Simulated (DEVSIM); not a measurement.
abrupt Si n-p junction

Device: abrupt Si n-p junction, at 300 K.

| layer (left to right) | material | thickness (μm) | Nd (cm⁻³) | Na (cm⁻³) | τn (s) | τp (s) |
|---|---|---|---|---|---|---|
| 1 | Si | 0.0880 | 1.6e17 | - | 1.3e-6 | 1.3e-6 |
| 2 | Si | 87.0 | - | 2.8e14 | 1.3e-6 | 1.3e-6 |

Left contact: ohmic. Right contact: ohmic. Voltage is applied to the left contact. Recombination: SRH at mid-gap, radiative. Mobility is μmin + (μ − μmin)/(1 + (N/Nref)^α).

Constants are typed, rounded textbook-type inputs, not results; the design itself was drawn at random and stands for no fabricated device. Values at 300 K.

| parameter | Si |
|---|---|
| gap (eV) | 1.124 |
| affinity (eV) | 4.05 |
| permittivity | 11.7 |
| Nc (cm⁻³) | 2.86e19 |
| Nv (cm⁻³) | 3.1e19 |
| μn (cm²/Vs) | 1417 |
| μp (cm²/Vs) | 470 |
| μn,min | 52 |
| μp,min | 45 |
| Nref,n | 9.7e16 |
| Nref,p | 2.2e17 |
| αn | 0.68 |
| αp | 0.72 |
| B (cm³/s) | 4.7e-15 |

Simulated with DEVSIM: 1D drift-diffusion, Boltzmann statistics, complete ionisation; no tunnelling, impact ionisation, image-force lowering or self-heating.

```yaml
potential_step_across_the_device_at_zero_bias: 0.690 V
largest_field_in_the_device_at_zero_bias: 23000 V/cm
Dark forward voltage at 1 A/cm²: 0.635 V
```

Dark forward current:

```
V (V)  J (A/cm²)
-----  ---------
-0.05    -2.7e-8
-0.10    -1.1e-7
-0.15    -4.3e-7
-0.20    -1.9e-6
-0.30    -6.3e-5
-0.35   -0.00041
-0.40    -0.0027
-0.45     -0.017
-0.50     -0.078
-0.55      -0.25
-0.60      -0.62
-0.70       -2.1
-0.75       -3.3
-0.80       -4.8
-0.85       -6.6
-0.90       -8.8
-0.95        -11
-1.05        -17
-1.10        -21
-1.15        -25
-1.20        -29
-1.25        -33
-1.30        -38
-1.35        -43
-1.45        -54
-1.50        -60
-1.55        -67
-1.60        -73
```

Dark reverse current:

```csv
V (V),J (A/cm²)
0.10,1.9e-8
0.25,3.5e-8
0.50,5.8e-8
0.75,7.7e-8
1.00,9.4e-8
1.50,1.2e-7
2.00,1.5e-7
2.50,1.7e-7
3.25,2.0e-7
4.00,2.3e-7
5.00,2.6e-7
```
